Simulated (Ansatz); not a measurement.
Results of LDA in Ansatz (PAW) for ZrAl₃ (I4/mmm, No. 139).

Numerical settings: plane-wave cutoff 520 eV, 22×22×22 k mesh, Fermi–Dirac smearing 0.043 eV (set by the program), scalar-relativistic PAW data made under PBE.

Computed at the level's own relaxed cell.

Q: Give the computed Voigt–Reuss–Hill bulk modulus, Voigt–Reuss–Hill shear modulus (Hill average), Young modulus and Poisson ratio.

A: 
* **Voigt–Reuss–Hill bulk modulus**: 113 GPa
* **Voigt–Reuss–Hill shear modulus (Hill average)**: 91.6 GPa
* **Young modulus**: 216 GPa
* **Poisson ratio**: 0.181

Elastic constants are with the ions relaxed.

The computed numbers hold no vibrational or temperature effects.

Ansatz is a program for electronic structure.
